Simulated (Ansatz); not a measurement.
## Nb₃Sn (Pm-3n): band-structure transport figures

```xyz
8
Lattice="5.2580 0.0000 0.0000 0.0000 5.2580 0.0000 0.0000 0.0000 5.2580" Properties=species:S:1:pos:R:3 pbc="T T T"
Nb     1.3145     0.0000     2.6290
Nb     3.9435     0.0000     2.6290
Nb     2.6290     3.9435     0.0000
Nb     2.6290     1.3145     0.0000
Nb     0.0000     2.6290     3.9435
Nb     0.0000     2.6290     1.3145
Sn     0.0000     0.0000     0.0000
Sn     2.6290     2.6290     2.6290
```

Calculation: PBEsol, rigid bands (plane waves, PAW, scalar-relativistic; Ansatz, a program for electronic structure). How the cell was made: cell and atoms relaxed with PBEsol.

```
Item                                                             Result
------------------------------------  ---------------------------------
density of states at the Fermi level  16.7 states/(eV·cell), both spins
bare Sommerfeld coefficient                    4.9 mJ/(mol of atoms·K²)
Drude plasma energy                                              3.6 eV
root-mean-square Fermi velocity                               2.1e5 m/s
resistivity times τ                                     38 ×10⁻²² Ω·m·s
```

A metal at this level (no band gap); rigid bands, thermally averaged at 300 K, both spins. Spin-orbit coupling is left out. τ is one relaxation time for all states.
